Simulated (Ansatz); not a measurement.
## CsCl-type SmCu (cell taken from a computed entry)

The numbers are results of r²SCAN (Ansatz, a quantum-chemistry and plane-wave program, plane waves, PAW), not measurements.

Run with plane-wave cutoff 500 eV, 16×16×16 k mesh, Fermi–Dirac smearing 0.1 eV, spin-polarised start, scalar-relativistic PAW data made under PBE.

Cell (relaxed at this level):

```cif
data_CuSm
_chemical_formula_sum 'Sm1 Cu1'
_space_group_name_H-M_alt 'Pm-3m'
_space_group_IT_number 221
_space_group_name_Hall '-P 4 2 3'
_cell_length_a 3.57674
_cell_length_b 3.57674
_cell_length_c 3.57674
_cell_angle_alpha 90.000
_cell_angle_beta 90.000
_cell_angle_gamma 90.000
loop_
_atom_site_label
_atom_site_type_symbol
_atom_site_symmetry_multiplicity
_atom_site_Wyckoff_symbol
_atom_site_fract_x
_atom_site_fract_y
_atom_site_fract_z
_atom_site_occupancy
Sm1 Sm 1 b 0.50000 0.50000 0.50000 1
Cu1 Cu 1 a 0.00000 0.00000 0.00000 1
```

| Property | Value |
|---|---|
| volume per atom | 22.88 Å³/atom |
| equilibrium lattice constant a | 3.577 Å |

Note: the magnetic order was assumed, not searched for or taken from measurement; the relaxation could not lower the start's symmetry, so the cell can be a saddle point above a distorted one; the 4f shell is treated without U or exact exchange, so its levels and filling can be wrong.

Spin–orbit coupling is not included.

It cost roughly 3 core-minutes of CPU time.
